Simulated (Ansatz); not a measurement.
Defect migration in corundum: interstitial H, charge state +1. The step: a direct jump of one H atom; the atom moves 1.11 Å along (0.23, 0.07, -0.04) of the unit cell; the moving atom starts with neighbours Al at 2.05, Al at 2.13; O at 1.01, O at 1.71, O at 2.17 Å and ends with Al at 2.05, Al at 2.13; O at 1.01, O at 1.71, O at 2.17 Å. DFT values are from Ansatz (plane-wave PAW, 420 eV unless said) in a cell of 120 host sites, spin-restricted, static, with no finite-size correction. The charge state is imposed; whether it is stable for some Fermi level was not computed. Sites that were not tried may lie lower. For the PBE band: the program found a first-order saddle point.

| Level | Forward barrier (eV) | Cost of the band or of the saddle's single point |
|---|---|---|
| PBE, the Γ point alone, band relaxed | 0.20 | very roughly 21 core-minutes |
| PBE, a 2×2×2 k-point mesh shifted by half a step along c, same geometries | 0.20 | around 2.0 core-minutes (rough) |
| r2SCAN at 500 eV, the Γ point alone, same geometries | 0.24 | roughly 50 core-seconds |

Ansatz is a first-principles code.
